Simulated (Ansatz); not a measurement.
System: NbP (I4₁md, No. 109, 4 atoms in the cell; start mp-9339). Method: PBEsol in Ansatz (PAW).

Numerical settings: plane-wave cutoff 520 eV, 24×24×24 k mesh, Fermi–Dirac smearing 0.05 eV, no spin polarisation, scalar-relativistic PAW data made under PBE.

Cell (relaxed at this level):

```yaml
crystal:
  lattice:
    - [-1.66029, 1.66029, 5.64326]
    - [1.66029, -1.66029, 5.64326]
    - [1.66029, 1.66029, -5.64326]
  atoms:
    - { symbol: Nb, position: [0.50020, 0.50020, 0.00000] }
    - { symbol: Nb, position: [0.25020, 0.75020, 0.50000] }
    - { symbol: P, position: [0.08243, 0.08243, 0.00000] }
    - { symbol: P, position: [0.83243, 0.33243, 0.50000] }
```

Question: What does this level give for the bulk modulus?

Answer: 
- bulk modulus = 201 GPa

Note: the run has no spin polarisation, so it can have missed a magnetic state; the bulk modulus is −V dP/dV from two relaxed cells at ±2 % in volume; the relaxation could not lower the start's symmetry, so the cell can be a saddle point above a distorted one.

Computed values are for the static lattice.

A start named mp-… is a Materials Project structure, which need not be a measured phase.

Ansatz is a program for electronic structure.
